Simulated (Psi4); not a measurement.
Psi4 1.11, PBE/def2-svp: V(S)(NH2)2(Me) ([CH3][V]([NH2])([NH2])=[S]), 12 atoms. The geometry is a generated start, not checked to be a minimum at this level.

| Property | Value |
|---|---|
| task | energy |
| method | pbe |
| basis | def2-svp |
| memory | 3 GB |
| maxiter | 100 |
| keys of the molecule block | symmetry c1 |
| scf_type | df (default) |
| e_convergence | 1e-06 (default) |
| d_convergence | 1e-06 (default) |
| dft_radial_points | 75 (default) |
| dft_spherical_points | 302 (default) |
| basis functions | 126 |
| grid points | 258226 |

```xyz
12

V      0.4200    -0.1225    -0.3840
S      1.5297     1.2669    -1.3695
N      1.3734    -0.8978     0.8527
H      1.0875    -1.7141     1.3926
H      2.3287    -0.6428     1.1068
N     -0.7455    -0.8461    -1.4606
H     -0.9261    -0.5532    -2.4184
H     -1.3448    -1.6329    -1.2248
C     -0.7637     1.1150     0.7208
H     -0.1598     1.7348     1.3885
H     -1.4549     0.5166     1.3239
H     -1.3445     1.7762     0.0720
```

Charge 0 and multiplicity 1 are set for this test and not shown to be the ground state.

With the defaults (diis_max_vecs = 10, diis = true, scf_initial_accelerator = adiis, damping_percentage = 0, diis_start = 1, guess = auto, which took SAD, soscf = false) it converges in 16 SCF iterations. One run each on 2 threads, with these changes:
- diis = false, scf_initial_accelerator = none, damping_percentage = 60
- guess = core
- diis_start = 4
- soscf = true
- diis_max_vecs = 3
- scf_initial_accelerator = ediis
- scf_initial_accelerator = none
- diis_max_vecs = 6
- damping_percentage = 20

Problem. Which of these changes keep the SCF from converging, or lead it to another solution?

Solution. No convergence: diis_max_vecs = 3; diis = false, scf_initial_accelerator = none, damping_percentage = 60 (the run ends without SCF convergence in 100 iterations). The rest reach the solution of the defaults.

```csv
setting,SCF iterations,JK calls,end
the defaults,16,17,same solution
scf_initial_accelerator = ediis,16,17,same solution
soscf = true,16,47,same solution
diis_max_vecs = 6,17,18,same solution
guess = core,18,18,same solution
scf_initial_accelerator = none,23,24,same solution
diis_start = 4,28,29,same solution
damping_percentage = 20,31,32,same solution
diis_max_vecs = 3,100,101,no convergence
"diis = false, scf_initial_accelerator = none, damping_percentage = 60",100,101,no convergence
```

An SOSCF iteration holds several JK calls; a Hückel guess adds calls on atoms. 2 further runs of the study ended by our limits or in an error and are left out.
